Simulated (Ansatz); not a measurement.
The parent structure is C in the diamond structure (space group Fd-3m, No. 227; a = 3.5716 Å).

Computed with Kohn–Sham DFT with the PBE functional, run in Ansatz (a quantum-chemistry and plane-wave program) with PAW and 420 eV plane waves, spin-orbit coupling left out.

Base values:

| Item | Value |
|---|---|
| Width of the top valence band | 8.29 eV |
| Hole mass | 0.30, 0.30, 0.51 mₑ (at Γ) |
| Pressure | 0.0 kbar |
| Smallest direct gap | 5.58 eV |

It is then changed as follows: an isotropic linear strain of −3.00 %; the atoms relax in the strained cell.

Estimate the effect on the width of the top valence band, hole mass, pressure and smallest direct gap.

The width of the top valence band grows by 0.82 eV (8.29 eV → 9.11 eV); the hole mass (degenerate bands, along [100]) changes from 0.30, 0.30, 0.51 mₑ (at Γ) to 0.28, 0.28, 0.55 mₑ (at Γ); the pressure goes from zero to 467.8 kbar; the smallest direct gap grows by 0.26 eV, from 5.58 eV to 5.84 eV.

Effective masses come from finite differences of ±0.01 Å⁻¹. No phonon test of stability was made.
